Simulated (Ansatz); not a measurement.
The starting structures come from a database of crystals and need not be the phases stable at ambient conditions.

Tunnelling through a barrier is set by its complex band structure: the current falls as exp(−2κd) with the smallest κ.

```
BaBrH5O3
1.0
    6.47658     0.00000     0.00000
    3.23829    12.25903     0.03043
    3.23829    -0.86316     3.12113
Ba H Br O
2 10 2 6
Direct
  0.19007   0.80993   0.30993
  0.30993   0.19007   0.69007
  0.19501   0.62507   0.80499
  0.87493   0.62507   0.80499
  0.55485   0.62507   0.44515
  0.87493   0.62507   0.44515
  0.94515   0.37493   0.55485
  0.62507   0.37493   0.19501
  0.30499   0.37493   0.19501
  0.62507   0.37493   0.55485
  0.01181   0.48819   0.98819
  0.48819   0.51181   0.01181
  0.59493   0.90507   0.40507
  0.90507   0.09493   0.59493
  0.32451   0.67549   0.67549
  0.82451   0.67549   0.67549
  0.17549   0.32451   0.32451
  0.67549   0.32451   0.32451
  0.92994   0.57006   0.07006
  0.57006   0.42994   0.92994
```

Space group of this cell: P4/nmm. The cell was relaxed by PBE-D3(BJ); by r2SCAN its mean pressure is -0.7 GPa.

Transport runs along the normal of the first two printed cell vectors, the (111) plane of the conventional cell.

The gap is the functional's own, uncorrected, and κ follows it; spin-orbit coupling is left out. Mid-gap values are interpolated between the computed energies.

Question: Estimate the band gap and the smallest decay constant κ at mid-gap that r2SCAN (Ansatz, a program for electronic structure) returns for this system.

Answer: Gap 5.47 eV on a 10×10×10 mesh; κ = 0.360 1/Å, at the zone centre.
